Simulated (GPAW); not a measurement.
σyy against uniaxial strain in fcc Pt (space group 225): C12 (GPAW, PBEsol)

```
Pt
1.0
    0.00000     1.95851     1.95851
    1.92913     0.00000     1.95851
    1.92913     1.95851     0.00000
Pt
1
Direct
  0.00000   0.00000   0.00000
```

Level of theory: PBEsol, GPAW PAW datasets PBEsol (made by gpaw-setup) (plane waves; GPAW 25.7.0). Settings: mode = pw; ecut = 585 eV; xc = PBEsol; kpts = 38 38 38; mesh shift (steps) = 0 0 0; occupations.name = fermi-dirac; occupations.width = 0.05 eV; nbands = -5; convergence.density = 1e-06 e/electron; convergence.energy = 1e-06 eV/electron; symmetry.symmorphic = false; symmetry.tolerance = 0.0005; maxiter = 100. The cell above is the first row's. The rows stretch one cube axis (x) by the strain ε and hold the other two. Stress is positive in tension. In all rows the k mesh is held.

```csv
ε (%),σyy (GPa)
-1.5,?
-1.0,-2.55
-0.5,-1.23
0.0,0.05
0.5,1.27
1.0,2.45
1.5,3.58
2.0,4.67
```

Question: Using a parabola, estimate the missing σyy at ε = -1.5 from the other rows, showing the fit.

Answer: Least squares gives σyy = 0.045 + 2.5000·ε - 0.0943·ε². Residuals (row less fit): -0.001, -0.001, 0.005, -0.001, -0.001, -0.003, 0.002; standard error 0.003 (degrees of freedom: 4). The slope at ε = 0, 2.5000 GPa per cent, gives C12 ≈ 100 × 2.5000 = 250 GPa, for the static lattice. At the withheld row, σyy = 0.045 + 2.5000 × (-1.5) - 0.0943 × (-1.5)² = -3.917 GPa. The calculation gives -3.93 GPa, 0.013 GPa below the prediction (0.2 % of the range of σyy in the table). The row lies outside the fitted rows, so this is an extrapolation. From the scatter of the fitted rows alone, a prediction at this place has a standard error of 0.006 GPa, so the miss is 2.1 times that.

Carrying the step between the two nearest rows on in a straight line would have given -3.87, off by 0.06; series whose last step already gives the withheld value aren't shown. The reference cell has the volume at which an earlier scan in this program and functional put its minimum by a fit. The unstrained cell stands at a pressure of -0.05 GPa, and the constants belong to that pressure. Spin polarisation is off. Spin-orbit coupling is off. Without a gap such slopes are sensitive to mesh and smearing. Cutoffs and mesh are single choices, not tested for convergence of this quantity. Series with a scatter that would blur these digits, or in which a gap closes, are not shown. Strain series were run only where this level's volume lies within 10 % of a first guess from the measured size.
